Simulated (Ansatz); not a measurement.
Competing hops of interstitial H in fcc Cu, neutral cell

Consider interstitial H in fcc Cu, neutral cell. The numbers are results of PBE, PAW (plane waves to 420 eV; Ansatz, a first-principles code), not measurements.

32-site cell at the relaxed PBE lattice, a 2×2×2 k-point mesh shifted by half a step, smearing 0.10 eV, spin-restricted, no finite-size correction. No zero-point or tunnelling terms. Sites that were not tried may lie lower.

Barriers: single points on a 4×4×4 k-point mesh shifted by half a step at the bands' geometries (they differ from the bands' own by up to 0.07 eV, and are uncertain by about as much).

```
Route                        Start site over the lowest site run (eV)  Hop (Å)  Forward barrier (eV)  Backward barrier (eV)  Neighbours at the start    Neighbours at the saddle                        Saddle order  Forward, on the band's own sampling (eV)
---------------------------  ----------------------------------------  -------  --------------------  ---------------------  -----------------------  --------------------------  ----------------------------------  ----------------------------------------
a direct jump of one H atom                                      0.00     1.57                  0.31                   0.15           6 Cu at 1.86 Å  3 Cu at 1.62, Cu at 2.10 Å  not checked, on a symmetry element                                      0.38
```

Paths come from CI-NEB runs.  A band can be held on a symmetry element, so unchecked saddle points there may be too high.

The whole set of runs took very roughly 1.1 core-hours.
